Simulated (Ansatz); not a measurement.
Effective masses and thermopower of C under load (space group Fd-3m)

Consider the following.

```
CELL_PARAMETERS angstrom
      0.00000     1.75043     1.75043
      1.75043     0.00000     1.75043
      1.75043     1.75043     0.00000
ATOMIC_POSITIONS crystal
  C  0.00000 0.00000 0.00000
  C  0.25000 0.25000 0.25000
```

Computed with r2SCAN, rigid bands (plane waves, PAW, scalar-relativistic; Ansatz, a program for electronic structure). Condition of this run: hydrostatic pressure of 22 GPa (compression positive) (the target of the relaxation). Cell: cell and atoms relaxed with PBEsol, then loaded as said.

| Property | Value |
|---|---|
| band gap | 4.48 eV |
| electron conductivity mass (300 K, dilute) | 0.39 mₑ |
| hole conductivity mass (300 K, dilute) | 0.46 mₑ |
| effective density of states N_c (300 K) | 5.3e19 cm⁻³ |
| effective density of states N_v (300 K) | 3.7e19 cm⁻³ |
| density-of-states mass, electrons | 1.66 mₑ |
| density-of-states mass, holes | 1.30 mₑ |
| Seebeck coefficient, n-type 1e19 cm⁻³, 300 K | -360 μV/K |
| best n-type power factor at 300 K for τ = 10 fs (best axis; densities from 1e16 to 1e21 cm⁻³ tried, whether or not they can be reached) | 22 μW/(cm·K²) at 3e20 cm⁻³ |
| Seebeck coefficient, p-type 1e19 cm⁻³, 300 K | 327 μV/K |
| best p-type power factor at 300 K for τ = 10 fs (best axis; densities from 1e16 to 1e21 cm⁻³ tried, whether or not they can be reached) | 12.9 μW/(cm·K²) at 1e20 cm⁻³ |

Rigid bands; masses and Seebeck coefficients take one relaxation time τ for all states and one kind of carrier; polarons and phonon drag are left out. Spin-orbit coupling is left out. Geometry: cell and atoms relaxed with PBEsol.
